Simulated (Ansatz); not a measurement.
A self-consistent single point of Hf2CoP (Pm, 8 atoms in the cell) with Ansatz (a program for electronic structure).

Method of the run: PBEsol, default PAW files made with PBE (plane waves; Ansatz).

```xyz
8
Lattice="5.1272 0.0000 0.0000 0.0000 3.5468 0.0000 -2.4234 0.0000 6.9081" Properties=species:S:1:pos:R:3 pbc="T T T"
Hf     2.5946     0.8867     3.9429
Hf     0.1092     2.6601     3.0153
Hf     1.3202     0.8867     0.5645
Hf     1.3836     2.6601     6.3436
Co     0.1224     0.8867     4.9095
Co     2.5815     2.6601     1.9986
P      3.9067     0.8867     1.4580
P     -1.2029     2.6601     5.4501
```

Reference input (self-consistent single point, DFT, PBEsol, plane waves, default PAW files made with PBE): basis.ecutwfc = 30.9 Ry; kpoints.mp_grid.grid = 5 7 3; hamiltonian.xc = pbesol; hamiltonian.pseudopotentials = {kind: paw} (the program's default PAW files); scf.occupations.method = gaussian; scf.occupations.width = 0.0073 Ry. This run's input differs from it in these lines:

Ansatz 0.2 input:
```diff
@@ -19,3 +19,3 @@
   mp_grid:
-    grid: [5, 7, 3]
+    grid: [8, 12, 5]
 hamiltonian:
@@ -26,4 +26,4 @@
   occupations:
-    method: gaussian
-    width: 0.0073 Ry
+    method: cold
+    width: 0.0007 Ry
 output:
```

Output, abridged:

```
SCF iter   1: F=—  HF=-74066.110179 eV  |F-HF|=—  |Δ(HF+E_count)|=         —  Δρ=2.61e-2  dr2=6.64e-1  ethr=1.77e-3  ⟨swp⟩=6.0  Hψ=43580  notcnv=0  defer=285
all-band conjugate gradients solve this SCF's bands
preconditioner: auto → Kerker (q_TF=auto, 2.804 Å⁻¹)
SCF iter   2: F=—  HF=-74066.072495 eV  |F-HF|=—  |Δ(HF+E_count)|=   3.77e-2  S|Δr|=    0.00e0  Δρ=9.83e-3  dr2=1.18e-1  ethr=4.49e-4  ⟨swp⟩=2.0  Hψ=15955  notcnv=0  defer=1348
   [... lines left out ...]
SCF iter   7: F=—  HF=-74066.061502 eV  |F-HF|=—  |Δ(HF+E_count)|=   3.76e-5  S|Δr|=    0.00e0  Δρ=2.54e-5  dr2=1.58e-6  ethr=1.10e-8  ⟨swp⟩=2.1  Hψ=22627  notcnv=0  defer=1384
SCF iter   8: F=—  HF=-74066.061501 eV  |F-HF|=—  |Δ(HF+E_count)|=   3.54e-7  S|Δr|=    0.00e0  Δρ=1.15e-5  dr2=1.71e-7  ethr=1.07e-9  ⟨swp⟩=2.0  Hψ=15930  notcnv=0  defer=1384
SCF iter   9: F=-74066.061501 eV  HF=-74066.061501 eV  |F-HF|=3.05e-8  |Δ(HF+E_count)|=   2.09e-8  S|Δr|=    0.00e0  Δρ=3.81e-6  dr2=1.45e-8  ethr=6.76e-11  ⟨swp⟩=10.9  Hψ=65306  notcnv=0
SCF 1 converged in 9 iterations: F = -74066.061501 eV  dr2 = 1.45e-8
Stability not checked (fill_not_monotonic)
Free energy (F): -74066.061501 eV
Internal energy: -74066.061474 eV  (E = F + TS)
E sigma→0 (E₀):  -74066.061492 eV
Entropy (-TS):   -0.000027 eV (-0.003 meV/atom)
Fermi energy:    19.785124 eV
--- Forces (eV/Å), atoms counted from 1 ---
  atom   1  Hf     0.01337258     0.00000000    -0.40518647
  atom   2  Hf     0.00328510     0.00000000    -0.12617293
  atom   3  Hf    -0.14617884     0.00000000    -0.03908980
  atom   4  Hf     0.16414245     0.00000000     0.21697176
   [... lines left out ...]
  atom   8  P      0.07737704     0.00000000     0.10232206
--- Stress (GPa, compression-positive) ---
        0.653945      -0.000000      -0.074885
       -0.000000       0.388449      -0.000000
       -0.074886      -0.000000      -0.505108
  P = ⅓ Tr σ = 0.1791 GPa (1.791 kbar)
  The stress holds the Pulay correction. Without it, at fixed plane waves, as pw.x and ABINIT print it: P = 0.1041 GPa
```

The run converged in 9 iterations. Against the reference run the free energy goes up by 1.4 meV/atom, the pressure moves little (0.23 to 0.18 GPa) and the largest force moves little (0.397 to 0.405 eV/Å).

The starting cell comes from a database of computed structures (which also holds hypothetical and non-ambient phases and stackings), without a prior relaxation at this level. Its lattice was rescaled by up to half a per cent. One atom was moved a little off its site on purpose. Spin polarisation is off, so a magnetic state, if there is one, cannot be reached. Ansatz's pressure includes its estimate of the finite-basis (Pulay) stress.

Cost on one core of a shared machine: roughly 3 min.
